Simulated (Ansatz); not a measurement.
MgZn₂ (P6₃/mmc, No. 194), treated with rVV10 (PAW; Ansatz, an electronic-structure program).

Settings: plane-wave cutoff 520 eV, 12×12×8 k mesh (along the axes of the cell as run), Fermi–Dirac smearing 0.05 eV, scalar-relativistic PAW data made under PBE.

Cell (relaxed at this level):

```cif
data_Mg4Zn8
_chemical_formula_sum 'Mg4 Zn8'
_space_group_name_H-M_alt 'P 1'
_space_group_IT_number 1
_cell_length_a 5.24039
_cell_length_b 5.24039
_cell_length_c 8.51228
_cell_angle_alpha 90.000
_cell_angle_beta 90.000
_cell_angle_gamma 120.000
loop_
_space_group_symop_operation_xyz
  'x, y, z'
loop_
_atom_site_label
_atom_site_type_symbol
_atom_site_fract_x
_atom_site_fract_y
_atom_site_fract_z
_atom_site_occupancy
Mg1 Mg 0.33333 0.66667 0.06319 1
Mg2 Mg 0.66667 0.33333 0.56319 1
Mg3 Mg 0.66667 0.33333 0.93681 1
Mg4 Mg 0.33333 0.66667 0.43681 1
Zn1 Zn 0.00000 0.00000 0.00000 1
Zn2 Zn 0.00000 0.00000 0.50000 1
Zn3 Zn 0.82971 0.17029 0.25000 1
Zn4 Zn 0.65942 0.82971 0.75000 1
Zn5 Zn 0.82971 0.65942 0.25000 1
Zn6 Zn 0.17029 0.82971 0.75000 1
Zn7 Zn 0.34058 0.17029 0.25000 1
Zn8 Zn 0.17029 0.34058 0.75000 1
```

Question: What does this level give for the bulk modulus B0 and pressure derivative B′ of the bulk modulus?

Answer: 
- bulk modulus B0: 60.4 GPa
- pressure derivative B′ of the bulk modulus: 5.0

The run finds no gap.

Note: the bulk modulus comes from volumes at which shape and atoms were relaxed.

Computing time: about 23 core-minutes (a rough figure).
